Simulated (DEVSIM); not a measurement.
System: abrupt Si p-n junction, at 300 K.

| layer (left to right) | material | thickness (μm) | Nd (cm⁻³) | Na (cm⁻³) | τn (s) | τp (s) |
|---|---|---|---|---|---|---|
| 1 | Si | 24.0 | - | 5.1e16 | 2.6e-7 | 2.6e-7 |
| 2 | Si | 0.270 | 2e15 | - | 2.6e-7 | 2.6e-7 |

Left contact: ohmic. Right contact: ohmic. Voltage is applied to the left contact. Recombination: SRH at mid-gap. Mobility is μmin + (μ − μmin)/(1 + (N/Nref)^α).

Constants are typed, rounded textbook-type inputs, not results; the design itself was drawn at random and stands for no fabricated device. Values at 300 K.

| parameter | Si |
|---|---|
| gap (eV) | 1.124 |
| affinity (eV) | 4.05 |
| permittivity | 11.7 |
| Nc (cm⁻³) | 2.86e19 |
| Nv (cm⁻³) | 3.1e19 |
| μn (cm²/Vs) | 1417 |
| μp (cm²/Vs) | 470 |
| μn,min | 52 |
| μp,min | 45 |
| Nref,n | 9.7e16 |
| Nref,p | 2.2e17 |
| αn | 0.68 |
| αp | 0.72 |

DEVSIM, 1D drift-diffusion, Boltzmann statistics, complete ionisation; no tunnelling, impact ionisation, image-force lowering or self-heating.

Problem. Tabulate band edges, carrier densities and field at 0.9 V on the left contact.

Solution. Energies count from the Fermi level of the right contact; mesh points crowd at the junctions.

```json
[
 {"x (μm)": "0.000", "Ec (eV)": "0.058", "Ev (eV)": "-1.066", "n (cm⁻³)": "2300", "p (cm⁻³)": "5.1e16", "field (V/cm)": "100"},
 {"x (μm)": "0.02602", "Ec (eV)": "0.059", "Ev (eV)": "-1.065", "n (cm⁻³)": "1.8e12", "p (cm⁻³)": "5.1e16", "field (V/cm)": "100"},
 {"x (μm)": "0.08019", "Ec (eV)": "0.059", "Ev (eV)": "-1.065", "n (cm⁻³)": "5.6e12", "p (cm⁻³)": "5.1e16", "field (V/cm)": "100"},
 {"x (μm)": "0.1843", "Ec (eV)": "0.060", "Ev (eV)": "-1.064", "n (cm⁻³)": "1.3e13", "p (cm⁻³)": "5.1e16", "field (V/cm)": "100"},
 {"x (μm)": "0.5299", "Ec (eV)": "0.064", "Ev (eV)": "-1.060", "n (cm⁻³)": "3.4e13", "p (cm⁻³)": "5.1e16", "field (V/cm)": "100"},
 {"x (μm)": "1.129", "Ec (eV)": "0.070", "Ev (eV)": "-1.054", "n (cm⁻³)": "6.5e13", "p (cm⁻³)": "5.1e16", "field (V/cm)": "100"},
 {"x (μm)": "2.377", "Ec (eV)": "0.083", "Ev (eV)": "-1.041", "n (cm⁻³)": "1.1e14", "p (cm⁻³)": "5.1e16", "field (V/cm)": "100"},
 {"x (μm)": "6.359", "Ec (eV)": "0.125", "Ev (eV)": "-0.999", "n (cm⁻³)": "1.7e14", "p (cm⁻³)": "5.1e16", "field (V/cm)": "100"},
 {"x (μm)": "12.48", "Ec (eV)": "0.188", "Ev (eV)": "-0.936", "n (cm⁻³)": "1.8e14", "p (cm⁻³)": "5.1e16", "field (V/cm)": "100"},
 {"x (μm)": "18.48", "Ec (eV)": "0.251", "Ev (eV)": "-0.873", "n (cm⁻³)": "1.9e14", "p (cm⁻³)": "5.1e16", "field (V/cm)": "100"},
 {"x (μm)": "21.36", "Ec (eV)": "0.280", "Ev (eV)": "-0.844", "n (cm⁻³)": "1.9e14", "p (cm⁻³)": "5.1e16", "field (V/cm)": "100"},
 {"x (μm)": "23.02", "Ec (eV)": "0.298", "Ev (eV)": "-0.826", "n (cm⁻³)": "1.9e14", "p (cm⁻³)": "5.1e16", "field (V/cm)": "100"},
 {"x (μm)": "23.54", "Ec (eV)": "0.303", "Ev (eV)": "-0.821", "n (cm⁻³)": "1.9e14", "p (cm⁻³)": "5.1e16", "field (V/cm)": "100"},
 {"x (μm)": "23.79", "Ec (eV)": "0.306", "Ev (eV)": "-0.818", "n (cm⁻³)": "1.9e14", "p (cm⁻³)": "5.1e16", "field (V/cm)": "100"},
 {"x (μm)": "23.93", "Ec (eV)": "0.306", "Ev (eV)": "-0.818", "n (cm⁻³)": "2.0e14", "p (cm⁻³)": "5.0e16", "field (V/cm)": "-290"},
 {"x (μm)": "23.98", "Ec (eV)": "0.298", "Ev (eV)": "-0.826", "n (cm⁻³)": "2.7e14", "p (cm⁻³)": "3.6e16", "field (V/cm)": "-4700"},
 {"x (μm)": "24.00", "Ec (eV)": "0.280", "Ev (eV)": "-0.844", "n (cm⁻³)": "5.6e14", "p (cm⁻³)": "1.7e16", "field (V/cm)": "-11000"},
 {"x (μm)": "24.03", "Ec (eV)": "0.259", "Ev (eV)": "-0.865", "n (cm⁻³)": "1.3e15", "p (cm⁻³)": "7.4e15", "field (V/cm)": "-5500"},
 {"x (μm)": "24.10", "Ec (eV)": "0.240", "Ev (eV)": "-0.884", "n (cm⁻³)": "2.6e15", "p (cm⁻³)": "2.6e15", "field (V/cm)": "-820"},
 {"x (μm)": "24.18", "Ec (eV)": "0.240", "Ev (eV)": "-0.884", "n (cm⁻³)": "2.6e15", "p (cm⁻³)": "1.3e15", "field (V/cm)": "550"},
 {"x (μm)": "24.23", "Ec (eV)": "0.244", "Ev (eV)": "-0.880", "n (cm⁻³)": "2.3e15", "p (cm⁻³)": "5.4e14", "field (V/cm)": "900"},
 {"x (μm)": "24.27", "Ec (eV)": "0.247", "Ev (eV)": "-0.877", "n (cm⁻³)": "2.0e15", "p (cm⁻³)": "58000", "field (V/cm)": "980"}
]
```
